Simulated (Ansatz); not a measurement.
# Au, response to strain

Take Au in the fcc (Cu type) structure (space group Fm-3m, No. 225; relaxed with 0.1 eV smearing) as the base.

```xyz
1
Lattice="0.0000 2.0623 2.0623 2.0623 0.0000 2.0623 2.0623 2.0623 0.0000" Properties=species:S:1:pos:R:3 pbc="T T T"
Au     0.0000     0.0000     0.0000
```

Strains are applied to the cell and any free atomic positions relax.

Calculations: r2SCAN (Ansatz, an electronic-structure program, PAW, no spin-orbit coupling).

Notes on the quantities. energy relative to the base: free energy F.

| case | energy relative to the base | volume per atom | pressure |
|---|---|---|---|
| base | 0 meV/atom | 17.54 Å³ | 0.0 GPa |
| isotropic strain −3.00 % | +79 meV/atom | 16.01 Å³ | 18.4 GPa |
| isotropic strain −2.50 % | +54 meV/atom | 16.26 Å³ | 14.6 GPa |
| isotropic strain −2.00 % | … | 16.51 Å³ | … |
| isotropic strain −1.50 % | +18 meV/atom | 16.76 Å³ | 8.0 GPa |
| isotropic strain −1.00 % | +7.9 meV/atom | 17.02 Å³ | 5.1 GPa |
| isotropic strain −0.50 % | +1.9 meV/atom | 17.28 Å³ | 2.4 GPa |

Complete the table.


- isotropic strain −2.00 %, energy relative to the base: +33 meV/atom
- isotropic strain −2.00 %, pressure: 11.1 GPa

Whether these cells are dynamically stable was not tested.
